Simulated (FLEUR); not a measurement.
# Equation of state of antifluorite Be2C (space group 225): energy against volume (FLEUR, LDA)

```
CELL_PARAMETERS angstrom
      0.00000     2.08560     2.08560
      2.08560     0.00000     2.08560
      2.08560     2.08560     0.00000
ATOMIC_POSITIONS crystal
  Be 0.25000 0.25000 0.25000
  Be 0.75000 0.75000 0.75000
  C  0.00000 0.00000 0.00000
```

Level of theory: FLEUR with LDA (Perdew-Zunger), all-electron FLAPW (FLEUR), scalar-relativistic valence. Settings: Kmax = 4.56 1/bohr; GmaxXC = 22.8 1/bohr; xcFunctional = pz; jspins = 1; l_soc = F; mode = hist; fermiSmearingEnergy = 0.00036749 Htr; mesh (inpgen div1-3) = 13 13 13; inpgen gamma flag = false; Gmax = 22.8 1/bohr; numbands = 0; maxIterBroyd = 99; imix = Anderson; alpha = 0.05; precondParam = 0; minDistance = 1e-05 me/bohr^3. The cell above is the first row's. The rows scale it uniformly. In all rows fractional positions and the k mesh are held. E is the free energy at the stated smearing, counted from the lowest row.

| V (Å^3/atom) | E (meV/atom) |
|---|---|
| 6.0479 | ? |
| 6.1794 | 12.13 |
| 6.3108 | 4.01 |
| 6.4423 | 0.15 |
| 6.5738 | 0.00 |
| 6.7053 | 3.31 |
| 6.8367 | 9.81 |
| 6.9682 | 19.14 |
| 7.0997 | 31.14 |

Taking the third-order Birch-Murnaghan form, a cubic in V^(-2/3) for E over the 8 complete rows: With u = V^(-2/3) - 0.283, the rows have u = 0.013963, 0.009827, 0.005828, 0.001963, -0.001775, -0.005390, -0.008893, -0.012289. Least squares gives E = 1.318 - 913.31·u + 122035·u² - 87835·u³. Residuals (row less fit): 0.011, -0.034, 0.027, 0.005, -0.014, 0.010, -0.013, 0.006; standard error 0.025 (degrees of freedom: 4). Its minimum lies at u = 0.003757, so V0 = (0.286757)^(-3/2) = 6.512. There d²E/du² = 242100 and d³E/du³ = -527000, so B0 = (4/9) × 6.512^(-7/3) × 242100 × 0.160218 = 218 GPa (the last factor turns the table's units into GPa), and B0' = 4 + (2/3) × 0.286757 × (-527000)/242100 = 3.6.

Task: Predict the withheld E at V = 6.0479 from the fit, and compare with the calculation.

Result: u = 0.018252, so E = 1.318 - 913.31 × 0.018252 + 122035 × 0.018252² - 87835 × 0.018252³ = 24.768 meV/atom. The calculation gives 24.66 meV/atom, 0.108 meV/atom below the prediction (0.3 % of the range of E in the table). The row lies outside the fitted rows, so this is an extrapolation. From the scatter of the fitted rows alone, a prediction at this place has a standard error of 0.075 meV/atom, so the miss is 1.4 times that.

Carrying the step between the two nearest rows on in a straight line would have given 20.26, off by 4.40; series whose last step already gives the withheld value aren't shown. The scan was laid around a cell of about the measured size, scaled by a guess for this functional. The runs keep the symmetry of the cell, so they don't test it for distortions. Values depend on the basis (sphere radii, cutoffs, local orbitals), which need not be converged. Cutoffs and mesh are single choices, not tested for convergence of this quantity. Series with a scatter that would blur these digits, or in which a gap closes, are not shown. Nor are scans whose minimum lies at an end fitted in this form.
